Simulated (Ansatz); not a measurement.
Band structure of BaAl2Ga2 (I4/mmm, 5 atoms in the cell).

```xyz
5
Lattice="-2.2572 2.2572 5.5762 2.2572 -2.2572 5.5762 2.2572 2.2572 -5.5762" Properties=species:S:1:pos:R:3 pbc="T T T"
Ba     0.0000     0.0000     0.0000
Al     0.0000     2.2572     2.7881
Al     2.2572     0.0000     2.7881
Ga     0.0000     0.0000     4.2347
Ga     0.0000     0.0000     6.9178
```

Method of the run: PBEsol, PAW files made with PBE (plane waves; Ansatz, a first-principles code).

Settings: basis.ecutwfc = 30.9 Ry; kpoints.mp_grid.grid = 7 7 7; hamiltonian.xc = pbesol; hamiltonian.pseudopotentials = {kind: paw} (the program's default PAW files); scf.occupations.method = gaussian; scf.occupations.width = 0.0073 Ry; kpoints.band_path.npoints = 8.

The starting cell comes from a database of computed structures (which also holds hypothetical and non-ambient phases and stackings), without a prior relaxation at this level. Its lattice was rescaled by a random factor within 2.5 % of one.

Levels in eV from the Fermi level, bands 18 to 25:
```tsv
point	18	19	20	21	22	23	24	25
Γ	-2.34	-2.34	-1.34	-0.27	0.55	0.55	1.06	3.41
X	-5.11	-3.06	-2.00	-1.54	0.69	2.08	2.76	3.80
Y	-4.59	-3.10	-1.91	-1.64	0.59	2.21	2.62	4.08
S	-2.35	-1.66	-1.25	-0.07	0.31	0.88	1.72	2.14
Z	-2.12	-1.99	-0.62	-0.13	0.77	0.77	0.89	2.27
S1	-2.35	-1.66	-1.25	-0.07	0.31	0.88	1.72	2.14
N	-3.77	-1.50	-0.50	-0.46	-0.05	0.83	1.23	1.47
P	-5.31	-2.72	-1.75	-1.75	-0.32	3.11	3.11	3.69
Y1	-4.59	-3.10	-1.91	-1.64	0.59	2.21	2.62	4.08
```

Bands cross the Fermi level along this path, so the cell is metallic at this level.

Keys are those of Ansatz 0.2.
